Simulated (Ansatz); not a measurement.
An ideal cubic perovskite cell is held by its symmetry; such compounds can tilt or shift off centre at room temperature. The starting structures come from a database of crystals and need not be the phases stable at ambient conditions.

Inside the gap of an insulator the Bloch states are evanescent, with a wavenumber k + iκ along the transport direction.

Consider the following.

```
CELL_PARAMETERS angstrom
      4.20893     0.00000     0.00000
      0.00000     4.20893     0.00000
      0.00000     0.00000     4.20893
ATOMIC_POSITIONS crystal
  Zr 0.00000 0.00000 0.00000
  Pb 0.50000 0.50000 0.50000
  O  0.50000 0.00000 0.00000
  O  0.00000 0.50000 0.00000
  O  0.00000 0.00000 0.50000
```

Space group of this cell: Pm-3m, cubic perovskite. The cell is taken as given; by PBEsol its mean pressure is -7.4 GPa.

Transport runs along the normal of the first two printed cell vectors, the (001) plane of the conventional cell.

The gap is the functional's own, uncorrected, and κ follows it; spin-orbit coupling is left out. Mid-gap values are interpolated between the computed energies.

### Question
Give the band gap and the smallest decay constant κ at mid-gap that PBEsol (Ansatz, a first-principles code) yields.

### Answer
Gap 2.19 eV on a 8×8×8 mesh; κ = 0.184 1/Å, at the zone centre.
